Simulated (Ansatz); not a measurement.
**Pd: energy against volume**

Pd (fcc, Fm-3m, 14.555 Å³/atom and stress up to 0.01 GPa in the relaxed cell, cube axes along x, y and z) under hydrostatic pressure, with the cell free. PBEsol in Ansatz, a plane-wave DFT program (PAW, default set), 420 eV, 21×21×21 Γ-centred mesh, Fermi-Dirac smearing 0.05 eV.

Here V stands for volume and E for E less E0.

```csv
volume (Å³/atom),E less E0 (meV/atom),pressure (GPa)
14.7029,1.05,-2.01
14.6280,0.29,-1.01
14.5548,0.00,0.00
14.4918,0.12,0.90
14.4102,0.82,2.09
14.2541,3.90,4.51
13.9886,14.81,9.01
13.6771,37.77,15.01
13.0450,?,?
```

Using the third-order Birch-Murnaghan form, a cubic in V^(-2/3), estimate the missing E at V = 13.0450 from the other rows, showing the fit.

With u = V^(-2/3) - 0.1695, the rows have u = -0.0028784, -0.0023101, -0.0017500, -0.0012642, -0.0006297, 0.0006010, 0.0027465, 0.0053520. Least squares gives E = 2.108 + 2521.6·u + 757364·u² + 3079316·u³. Residuals (row less fit): -0.001, 0.003, 0.002, -0.004, 0.000, 0.002, 0.000, 0.000; standard error 0.003 (degrees of freedom: 4). Its minimum lies at u = -0.0016820, so V0 = (0.1678180)^(-3/2) = 14.55. There d²E/du² = 1484000 and d³E/du³ = 1.848e7, so B0 = (4/9) × 14.55^(-7/3) × 1484000 × 0.160218 = 205 GPa (the last factor turns the table's units into GPa), and B0' = 4 + (2/3) × 0.1678180 × (1.848e7)/1484000 = 5.4. B0' rests on the cubic coefficient alone and has a standard error of 0.1 from these residuals. At the withheld row, u = 0.0109557, so E = 2.108 + 2521.6 × 0.0109557 + 757364 × 0.0109557² + 3079316 × 0.0109557³ = 124.688 meV/atom. The calculation gives 124.67 meV/atom, 0.018 meV/atom below the prediction (0.0 % of the range of E in the table). The row lies outside the fitted rows, so this is an extrapolation. The scatter of the fitted rows lies at the last printed digit.

In a metal these values are sensitive to mesh and smearing; energies are taken to zero smearing, stresses follow the free energy. The runs aren't spin-polarised. Other structures, which can take over under pressure, weren't tried. The same form fitted to the pressure column gives B0' = 5.4; series where the two differ by over 0.4 aren't shown. Rows are the converged runs of the series near zero and its far end, less any whose ions stayed unrelaxed beside relaxed ones; series whose fitted rows scatter by over a few per cent of the range, as at a crossing or softening among them, aren't shown in this form.
